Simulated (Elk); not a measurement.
## Input and output of a self-consistent single point for Zr₂Ni (I4/mcm, 6 atoms in the cell) (Elk)

Method of the run: PBEsol, all-electron FP-LAPW, Elk's shipped species files, APW+lo basis with extra local orbitals in Elk.

The input file:

```
tasks
  0

xctype
  22

rgkmax
  8.0

gmaxvr
  16.0

nxlo
  2

lorbcnd
  .true.

rmtscf
  0.99

lmaxi
  3

stype
  3

swidth
  0.00499791

scale
  1.889726125

avec
   -3.3015040000    3.3015040000    2.6733870000
    3.3015040000   -3.3015040000    2.6733870000
    3.3015040000    3.3015040000   -2.6733870000

atoms
  2   : nspecies
  'Zr.in'   : spfname
  4   : natoms; atposl, bfcmt below
  0.6644100000  0.1644100000  0.8288200000    0.0 0.0 0.0
  0.3355900000  0.8355900000  0.1711800000    0.0 0.0 0.0
  0.1644100000  0.3355900000  0.5000000000    0.0 0.0 0.0
  0.8355900000  0.6644100000  0.5000000000    0.0 0.0 0.0
  'Ni.in'   : spfname
  2   : natoms; atposl, bfcmt below
  0.2500000000  0.2500000000  0.0000000000    0.0 0.0 0.0
  0.7500000000  0.7500000000  0.0000000000    0.0 0.0 0.0

ngridk
  5 5 5
```

Output (repeated stretches shortened):

```
│ Elk code version 10.2.4 │

All units are atomic (Hartree, Bohr, etc.)

│ Ground-state run starting from atomic densities │

Lattice vectors :
  -6.238938361       6.238938361       5.051969256
   6.238938361      -6.238938361       5.051969256
   6.238938361       6.238938361      -5.051969256

Unit cell volume      :    786.5785158
Brillouin zone volume :   0.3153534052

Muffin-tin inner radius fraction :   0.1000000000E-01

Nuclei treated as point charges

Species :    1 (Zr)
 parameters loaded from : Zr.in
 name : zirconium
 nuclear charge    :   -40.00000000
 electronic charge :    40.00000000
 atomic mass :    166291.1791
 muffin-tin radius :    2.574000000
 number of radial points in muffin-tin :    597
 atomic positions (lattice), magnetic fields (Cartesian) :
   1 :  -0.33559000  0.16441000 -0.17118000    0.00000000  0.00000000  0.00000000
   2 :   0.33559000 -0.16441000  0.17118000    0.00000000  0.00000000  0.00000000
   3 :   0.16441000  0.33559000  0.50000000    0.00000000  0.00000000  0.00000000
   4 :  -0.16441000 -0.33559000  0.50000000    0.00000000  0.00000000  0.00000000

Species :    2 (Ni)
 parameters loaded from : Ni.in
 name : nickel
 nuclear charge    :   -28.00000000
 electronic charge :    28.00000000
 atomic mass :    106991.5230
 muffin-tin radius :    2.376000000
 number of radial points in muffin-tin :    497
 atomic positions (lattice), magnetic fields (Cartesian) :
   1 :   0.25000000  0.25000000  0.00000000    0.00000000  0.00000000  0.00000000
   2 :  -0.25000000 -0.25000000  0.00000000    0.00000000  0.00000000  0.00000000

Total number of atoms per unit cell :    6

Spin treatment :
 spin-unpolarised

Number of Bravais lattice symmetries :   16
Number of crystal symmetries         :   16
Crystal has inversion symmetry
Real symmetric eigensolver will be used

k-point grid :      5     5     5
k-point offset :    0.000000000       0.000000000       0.000000000
   [... lines left out ...]
Maximum |G| for potential and density :    16.00000000
 potential will be trimmed for |G| > 2 gkmax
Constant for pseudocharge density :   10
Radial integration step length :    4

G-vector grid sizes :     54    54    54
Number of G-vectors :    54333

Maximum angular momentum used for
 APW functions                      :    8
 outer part of muffin-tin           :    6
 inner part of muffin-tin           :    3

Total nuclear charge    :   -216.0000000
Total core charge       :    136.0000000
Total valence charge    :    80.00000000
Total excess charge     :    0.000000000
Total electronic charge :    216.0000000

Effective Wigner radius, rₛ :   0.9544061736

Number of empty states         :   24
Total number of valence states :   64
Total number of core states    :  136

Conduction state local-orbitals added automatically
Total number of local-orbitals :  476

Exchange-correlation functional :     22     0     0
 PBEsol, Phys. Rev. Lett. 100, 136406 (2008)
 gradient requirement :    1
 generalised gradient approximation (GGA)

Smearing type :    3
 Fermi-Dirac
Smearing width :   0.4997910000E-02
Effective electronic temperature (K) :    1578.215154

Mixing type :    3
 Broyden mixing, J. Phys. A: Math. Gen. 17, L317 (1984)

Kohn-Sham potential initialised from atomic data
│ Self-consistent loop started │
│ Loop number : 1 │
 total energy                :     -17461.0974024
│ Loop number : 2 │
 total energy                :     -17459.1864758
RMS change in Kohn-Sham potential (target) :   0.3683396539     (  0.1000000000E-05)
Absolute change in total energy (target)   :    1.910926622     (  0.1000000000E-03)
│ Loop number : 3 │
 total energy                :     -17455.6698119
RMS change in Kohn-Sham potential (target) :   0.3009984011     (  0.1000000000E-05)
Absolute change in total energy (target)   :    3.994395511     (  0.1000000000E-03)
│ Loop number : 4 │
 total energy                :     -17451.9780333
RMS change in Kohn-Sham potential (target) :   0.2556688601     (  0.1000000000E-05)
Absolute change in total energy (target)   :    4.690377482     (  0.1000000000E-03)
│ Loop number : 5 │
 total energy                :     -17435.9575627
RMS change in Kohn-Sham potential (target) :   0.7814739839E-01 (  0.1000000000E-05)
Absolute change in total energy (target)   :    17.19306498     (  0.1000000000E-03)
   [... lines left out ...]
Absolute change in total energy (target)   :   0.1528009352E-01 (  0.1000000000E-03)
│ Loop number : 14 │
 total energy                :     -17428.1530939
RMS change in Kohn-Sham potential (target) :   0.3532082621E-04 (  0.1000000000E-05)
Absolute change in total energy (target)   :   0.2246191016E-02 (  0.1000000000E-03)
│ Loop number : 15 │
 total energy                :     -17428.1506753
RMS change in Kohn-Sham potential (target) :   0.1855094395E-05 (  0.1000000000E-05)
Absolute change in total energy (target)   :   0.1857021383E-02 (  0.1000000000E-03)
│ Loop number : 16 │
 total energy                :     -17428.1507083
RMS change in Kohn-Sham potential (target) :   0.1077881876E-05 (  0.1000000000E-05)
Absolute change in total energy (target)   :   0.4312537312E-03 (  0.1000000000E-03)
│ Loop number : 17 │
 total energy                :     -17428.1507535
RMS change in Kohn-Sham potential (target) :   0.1028208825E-06 (  0.1000000000E-05)
Absolute change in total energy (target)   :   0.6263765317E-04 (  0.1000000000E-03)
Convergence targets achieved

│ Loop number : 18 │

Energies :
 Fermi                       :     0.319686144780
 sum of eigenvalues          :     -10263.7201476
 electron kinetic            :      17952.2445121
 core electron kinetic       :      17360.7147957
 Coulomb                     :     -34806.5791406
 Coulomb potential           :     -27463.0006116
 nuclear-nuclear             :     -1801.09158831
 electron-nuclear            :     -38547.9744929
 Hartree                     :      5542.48694060
 Madelung                    :     -21075.0788347
 xc potential                :     -752.964048072
 exchange                    :     -561.570818215
 correlation                 :     -12.2284740524
 electron entropic           :    -0.168295033941E-01
 total energy                :     -17428.1507502

Density of states at Fermi energy :    198.8540891
 (states/Hartree/unit cell)

Estimated indirect band gap :   0.3483809891E-03
 from k-point      1 to k-point     13
Estimated direct band gap   :   0.1818708380E-02
 at k-point      1

Charges :
 core                        :    136.0000000
 valence                     :    80.00000000
 interstitial                :    10.01496480
 muffin-tins (core leakage)
  species :    1 (Zr)
   atom    1                 :    37.84781880     (  0.3441044143E-05)
   atom    2                 :    37.84781880     (  0.3441044143E-05)
   atom    3                 :    37.84781880     (  0.3441044143E-05)
   atom    4                 :    37.84781880     (  0.3441044143E-05)
  species :    2 (Ni)
   atom    1                 :    27.29688000     (  0.3210415627E-03)
   atom    2                 :    27.29688000     (  0.3210415627E-03)
 total in muffin-tins        :    205.9850352
 total calculated charge     :    216.0045813
 total charge                :    216.0000000
 error                       :   0.4581295930E-02

│ Self-consistent loop stopped │
```

The run converged in 18 iterations. The count includes the last loop, which Elk runs after its targets are met.

The starting cell comes from a database of computed structures (which also holds hypothetical and non-ambient phases and stackings), without a prior relaxation at this level. Its lattice was rescaled by a random factor within 2.5 % of one. Spin polarisation is off. Values depend on the basis (sphere radii, cutoffs, local orbitals), which need not be converged. The log's line on a gap gives a spacing of levels on this mesh, which the program prints for metals too.

Cost on one core of a shared machine: roughly 3 min.
